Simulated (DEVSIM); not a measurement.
System: Ti/SiO2/p-Si capacitor, at 300 K.

```tsv
layer (left to right)	material	thickness (nm)	Na (cm⁻³)
1	SiO2	2.80	-
2	Si	970	3.5e17
```

Metal gate on the left, work function 4.33 eV. Fixed charge at the semiconductor interface -4e10 cm⁻² (in units of +e); interface traps 1e11 cm⁻² eV⁻¹, uniform in energy, neutral level at 0.5 of the gap above the valence band.

The device is made up for the run: typed textbook-type constants, with dimensions and the other settings drawn at random. Values at 300 K.

| parameter | SiO2 | Si |
|---|---|---|
| gap (eV) | 9 | 1.124 |
| affinity (eV) | 0.9 | 4.05 |
| permittivity | 3.9 | 11.7 |
| Nc (cm⁻³) | - | 2.86e19 |
| Nv (cm⁻³) | - | 3.1e19 |

Simulated with DEVSIM: 1D Poisson equation in equilibrium, Boltzmann statistics, complete ionisation; no quantum confinement or tunnelling. Metal contacts follow the ideal Schottky-Mott rule: no Fermi-level pinning, no interface dipoles.

Tabulate band edges, carrier densities and field at 0.0 V on the gate.

Energies count from the Fermi level of the right contact; mesh points crowd at the junctions.

```
x (μm)     Ec (eV)  Ev (eV)  n (cm⁻³)  p (cm⁻³)  field (V/cm)
---------  -------  -------  --------  --------  ------------
0.000        3.430   -5.570     < 1e2     < 1e2        720000
0.0007510    3.484   -5.516     < 1e2     < 1e2        720000
0.001585     3.544   -5.456     < 1e2     < 1e2        720000
0.002376     3.601   -5.399     < 1e2     < 1e2        720000
0.003504     0.498   -0.626    1.2e11     9.4e8        230000
0.005069     0.533   -0.591    3.2e10     3.6e9        220000
0.008162     0.599   -0.525     2.5e9    4.6e10        200000
0.01633      0.747   -0.377   8100000    1.4e13        160000
0.02957      0.911   -0.213     14000    8.2e15         88000
0.05299      1.002   -0.122       420    2.8e17          8200
0.09927      1.008   -0.116       330    3.5e17            11
0.2215       1.008   -0.116       330    3.5e17           ≈ 0
0.4196       1.008   -0.116       330    3.5e17           ≈ 0
0.6607       1.008   -0.116       330    3.5e17           ≈ 0
0.8395       1.008   -0.116       330    3.5e17           ≈ 0
0.9008       1.008   -0.116       330    3.5e17           ≈ 0
0.9355       1.008   -0.116       330    3.5e17           ≈ 0
0.9530       1.008   -0.116       330    3.5e17           ≈ 0
0.9650       1.008   -0.116       330    3.5e17           ≈ 0
0.9691       1.008   -0.116       330    3.5e17           ≈ 0
0.9713       1.008   -0.116       330    3.5e17           ≈ 0
0.9728       1.008   -0.116       330    3.5e17           ≈ 0
```
